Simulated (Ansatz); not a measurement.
Candidates (primitive cells; geometry: relaxed with this functional, without spin-orbit coupling):
A. NiSi2 (Fm-3m), a = 3.8111 Å, b = 3.8111 Å, c = 3.8111 Å, α = 60.00°, β = 60.00°, γ = 60.00°
B. LuZn (Pm-3m), a = b = c = 3.432 Å, α = β = γ = 90.00°
C. ScB2 (P6/mmm), a = b = 3.1266 Å, c = 3.4822 Å, α = β = 90.00°, γ = 120.00°
D. Lu (P6_3/mmc), a = 3.442 Å, b = 3.442 Å, c = 5.343 Å, α = 90.00°, β = 90.00°, γ = 120.00°
E. CoSi$_{2}$ (Fm-3m), a = b = c = 3.7560 Å, α = β = γ = 60.00°

Question: Rank these by logarithmic mean phonon energy (highest first), as PBEsol, DFPT electron-phonon coupling, linearised Boltzmann equation (Ansatz, a first-principles code) gives it.

Answer: C (55 meV), E (26 meV), A (19.2 meV), B (11.9 meV), D (9.0 meV)

Metals; harmonic phonons. Halving the electron mesh moves these values by up to 3 %; q meshes are mostly untested. Some of the runs warned that the eigensolver left states short of its tolerance. Spin-orbit coupling is left out.

Formula and space group known from diffraction (Crystallography Open Database), not checked to be the room-temperature form: LuZn (Pm-3m), ScB2 (P6/mmm). Treated as nonmagnetic (a ferromagnetic start lost its moment, other orders weren't tried): CoSi2 (Fm-3m), NiSi2 (Fm-3m). The missing spin-orbit coupling matters most for Lu (P6_3/mmc), LuZn (Pm-3m).
